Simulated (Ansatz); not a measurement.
## Y, pressure series

Start from Y in the hcp (Mg type) structure (space group P6_3/mmc, No. 194).

```cif
data_Y2
_chemical_formula_sum 'Y2'
_space_group_name_H-M_alt 'P 1'
_space_group_IT_number 1
_cell_length_a 3.65564
_cell_length_b 3.65564
_cell_length_c 5.67870
_cell_angle_alpha 90.000
_cell_angle_beta 90.000
_cell_angle_gamma 120.000
loop_
_space_group_symop_operation_xyz
  'x, y, z'
loop_
_atom_site_label
_atom_site_type_symbol
_atom_site_fract_x
_atom_site_fract_y
_atom_site_fract_z
_atom_site_occupancy
Y1 Y 0.66667 0.33333 0.75000 1
Y2 Y 0.33333 0.66667 0.25000 1
```

Cell and atoms are relaxed at each pressure.

The values are results of PBE (Ansatz, a first-principles code), scalar-relativistic without spin-orbit coupling, not measurements.

Notes on the quantities. enthalpy: H = E + PV relative to the base's energy.

```json
[
 {"variant": "base", "enthalpy": "–", "volume per atom": "32.86 Å³", "c/a ratio": "1.553"},
 {"variant": "pressure −2 GPa", "enthalpy": "-0.42 eV/atom", "volume per atom": "[?]", "c/a ratio": "1.554"},
 {"variant": "pressure −1 GPa", "enthalpy": "-0.21 eV/atom", "volume per atom": "33.71 Å³", "c/a ratio": "1.554"},
 {"variant": "pressure 0.9 GPa", "enthalpy": "+0.18 eV/atom", "volume per atom": "32.17 Å³", "c/a ratio": "1.553"},
 {"variant": "pressure 2.1 GPa", "enthalpy": "+0.42 eV/atom", "volume per atom": "31.33 Å³", "c/a ratio": "1.554"},
 {"variant": "pressure 4.5 GPa", "enthalpy": "+0.88 eV/atom", "volume per atom": "[?]", "c/a ratio": "1.556"},
 {"variant": "pressure 9 GPa", "enthalpy": "+1.68 eV/atom", "volume per atom": "27.63 Å³", "c/a ratio": "[?]"},
 {"variant": "pressure 15 GPa", "enthalpy": "+2.67 eV/atom", "volume per atom": "25.41 Å³", "c/a ratio": "1.580"},
 {"variant": "pressure 22.5 GPa", "enthalpy": "+3.81 eV/atom", "volume per atom": "23.35 Å³", "c/a ratio": "1.598"},
 {"variant": "pressure 30 GPa", "enthalpy": "+4.87 eV/atom", "volume per atom": "[?]", "c/a ratio": "1.615"}
]
```

Problem. Fill in the withheld entries from the trend.

Solution. 
- pressure −2 GPa, volume per atom: 34.66 Å³
- pressure 4.5 GPa, volume per atom: 29.85 Å³
- pressure 9 GPa, c/a ratio: 1.565
- pressure 30 GPa, volume per atom: 21.76 Å³

Load acts through the strain it causes; cell and atoms are relaxed under it. Stability against distortions was not tested. No other phases were tried under pressure. The final runs are not spin-polarised.
